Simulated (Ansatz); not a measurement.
BeCo in the CsCl type structure (space group Pm-3m, No. 221; ferromagnetic)

```
BeCo
1.0
    2.56587     0.00000     0.00000
    0.00000     2.56587     0.00000
    0.00000     0.00000     2.56587
Be Co
1 1
Direct
  0.00000   0.00000   0.00000
  0.50000   0.50000   0.50000
```

The values are results of PBEsol/PAW in Ansatz (a quantum-chemistry and plane-wave program), no spin-orbit coupling, not measurements. k-mesh 18×18×18 (Γ-centred); smearing 0.05 eV (Fermi–Dirac).

| Quantity | Value |
|---|---|
| Volume per atom | 8.45 Å³ |
| Density | 6.68 g/cm³ |
| Band gap | zero |
| Magnetic state | ferromagnetic |
| Total energy | -2591.993 eV/atom (σ→0; compares only within this code and set-up) |

Other magnetic orders, which the real material may have, were not ruled out. Whether these cells are dynamically stable was not tested.
